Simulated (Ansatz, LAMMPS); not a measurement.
Si well of 21 atomic layers along [001] in random Si0.5Ge0.5, Ge share that oscillates in the well

Cell 16.85 × 16.85 × 66.23 Å, Si595Ge269, 864 atoms. Prepared with LAMMPS with Tersoff's 1989 multicomponent potential (SiCGe.tersoff): minimisation. 

That structure was relaxed on with Ansatz (a program for electronic structure) with PBE, support functions at accuracy medium on the grid of 370 eV. Basis: localised support functions (accuracy medium) on a full density matrix. k-points: zone centre alone; occupations: Fermi-Dirac, 0.010 eV; spin polarisation not allowed. Spin-orbit coupling is left out.

**Question.** What does DFT change in the classical structure?

**Answer.** The energy falls by 0.4 meV an atom over 3 steps; atoms move by 0.013 Å root mean square, 0.03 Å at most.
```csv
quantity,classical minimum,after DFT steps
4-fold atoms (%),100.0,100.0
spread of bond angles (°),1.2,1.4
```
